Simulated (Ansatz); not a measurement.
This Ansatz (a program for electronic structure) input is the reference run, Si in the diamond structure (space group Fd-3m, No. 227), computed with Ansatz, LDA, PAW, cutoff 420 eV, without spin-orbit coupling:

Ansatz 0.2 input:
```yaml
crystal:
  lattice:
    - [0, 2.701047833, 2.701047833]
    - [2.701047833, 0, 2.701047833]
    - [2.701047833, 2.701047833, 0]
  atoms:
    - { symbol: Si, position: [0, 0, 0] }
    - { symbol: Si, position: [0.25, 0.25, 0.25] }
basis: { ecutwfc: 420, ecutrho_ratio: 4, xc_grid: 2, fft_grid_basis: typed }
kpoints: { mp_grid: { grid: [11, 11, 11] } }
hamiltonian:
  xc: lda
  dispersion: none
  pseudopotentials: { kind: paw }
scf: { occupations: { method: fermi_dirac, width: 0.05 }, convergence: { dr2_threshold: 0.0000000002 } }
output: { forces: true, stress: true }
checkpoint: { write: state.ck, write_every: 1000 }
```

**Question.** Write the input for this change: biaxial strain −1.50 %, plane normal [001], relaxed out of plane (Cartesian); in-plane vectors clamped, the third vector and the atoms free.

**Answer.** 
Ansatz 0.2 input:
```yaml
crystal:
  lattice:
    - [3.7625606009, 0, 0]
    - [0, 3.7625606009, 0]
    - [1.8812803004, -1.8812803004, 2.7213056917]
  atoms:
    - { symbol: Si, position: [0, 0, 0] }
    - { symbol: Si, position: [0.75, 0.75, 0.5] }
basis: { ecutwfc: 420, ecutrho_ratio: 4, xc_grid: 2, fft_grid_basis: typed }
kpoints: { mp_grid: { grid: [11, 11, 11] } }
hamiltonian:
  xc: lda
  dispersion: none
  pseudopotentials: { kind: paw }
scf: { occupations: { method: fermi_dirac, width: 0.05 } }
relax: { f_tol: 0.005, max_steps: 50, cell: { stress_tol: 0.01, fix: [a, b, gamma] } }
output: { forces: true, stress: true }
checkpoint: { write: state.ck, write_every: 1000 }
```
This is the input that was run; other choices of cell and start would serve too.

Whether these cells are dynamically stable was not tested.
